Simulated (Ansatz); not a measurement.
A short convergence ladder for MgS (R3m, 2 atoms in the cell)

```xyz
2
Lattice="0.0000 2.8473 2.8473 2.8473 0.0000 2.8473 2.8473 2.8473 0.0000" Properties=species:S:1:pos:R:3 pbc="T T T"
Mg     0.0289     0.0289     0.0289
S      4.2709     4.2709     4.2709
```

Base method: LDA (PW92), default PAW files made with PBE (plane waves; Ansatz, a program for electronic structure).

Base settings: basis.ecutwfc = 30.9 Ry; kpoints.mp_grid.grid = 8 8 8; hamiltonian.xc = lda; hamiltonian.pseudopotentials = {kind: paw} (the program's default PAW files); scf.occupations.method = fixed.

**The width of Fermi-Dirac smearing**

In this ladder: scf.occupations.method = fermi_dirac.

The mesh stays at the base's, so the ladder's end is converged at best in this setting alone.

Only quantities that move along the ladder and can be compared are tabulated.

| scf.occupations.width | free energy less the last step's (meV/atom) | pressure (GPa) | largest difference of a force vector from the last step's (eV/Å) |
|---|---|---|---|
| 0.0735 Ry | -186.38 | -0.91 | 0.015 |
| 0.0367 Ry | -6.37 | -2.78 | 0.002 |
| 0.0147 Ry | 0.00 | -2.90 | 0.000 |
| 0.0073 Ry | 0.00 | -2.90 | 0.000 |
| 0.0015 Ry | 0.00 | -2.90 | 0.000 |

Widest scf.occupations.width that holds the free energy within 0.5 meV/atom of the last step, with all finer ones: 0.0147 Ry; the step before is off by 6.4 meV/atom.

Widest scf.occupations.width that holds the forces within 0.01 eV/Å of the last step, with all finer ones: 0.0367 Ry; the step before is off by 0.015 eV/Å.

Widest scf.occupations.width that holds the pressure within 0.2 GPa of the last step, with all finer ones: 0.0367 Ry; the step before is off by 2.0 GPa.

On the base run: the starting cell comes from a database of computed structures (which also holds hypothetical and non-ambient phases and stackings), without a prior relaxation at this level. Its lattice was rescaled by up to half a per cent. One atom was moved a little off its site on purpose. Ansatz's pressure includes its estimate of the finite-basis (Pulay) stress.

Keys are those of Ansatz 0.2.
